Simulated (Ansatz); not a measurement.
Consider Ge in the diamond structure (space group Fd-3m, No. 227; a = 5.622 Å). Axes: x, y, z lie along the cube axes.

Computed with LDA, PAW, 420 eV (Ansatz, a program for electronic structure; no spin-orbit coupling).

Strains are applied to the cell and any free atomic positions relax.

One change was made to it. Results:

The pressure (mean of the normal stresses, compression positive) goes from zero to -0.7 GPa; the energy rises by 0.8 meV/atom; the shortest interatomic distance grows by 0.0081 Å, from 2.434 Å to 2.443 Å.

Problem. What was done to the base?
(A) uniaxial strain ε_zz = −1.00 %
(B) uniaxial strain ε_zz = +1.00 %
(C) uniaxial strain ε_zz = −3.00 %
(D) uniaxial strain ε_zz = −2.50 %
(E) uniaxial strain ε_zz = +3.00 %

Solution. B, uniaxial strain ε_zz = +1.00 %. For comparison, the pressure in the other runs: uniaxial strain ε_zz = +3.00 % gives -2.0 GPa; uniaxial strain ε_zz = −1.00 % gives 0.7 GPa; uniaxial strain ε_zz = −2.50 % gives 1.9 GPa; uniaxial strain ε_zz = −3.00 % gives 2.3 GPa.

Stability against distortions was not tested. Gaps under 0.05 eV, about the width of the smearing, are given as zero.
